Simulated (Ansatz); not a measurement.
The reference is CuI in the zinc blende structure (space group F-43m, No. 216; a = 6.023 Å).

One thing is altered: the cell is scaled by 1.0100 in all directions; the atoms relax in the strained cell.

Level of theory: r2SCAN, PAW, 500 eV (Ansatz, a program for electronic structure; scalar-relativistic without spin-orbit coupling).

Base, band edges from the VBM (valence, conduction): X -1.56, 2.90; W -1.31, 4.87; L -0.74, 2.57; Γ 0.00, 1.67; K -1.30, 3.36; U -1.30, 3.36 eV.

Q: Give the band edges at the high-symmetry points of the new zone, measured from its valence-band maximum.

A: 
| point | valence edge (eV) | conduction edge (eV) |
|---|---|---|
| Γ | 0.00 | 1.58 |
| X | -1.46 | 2.96 |
| U | -1.21 | 3.39 |
| K | -1.21 | 3.39 |
| L | -0.69 | 2.54 |
| W | -1.21 | 4.86 |

The gap is 1.58 eV, direct at Γ.

Spin-orbit coupling, missing from the scalar runs, can matter with I. No phonon test of stability was made. All final runs are without spin polarisation.
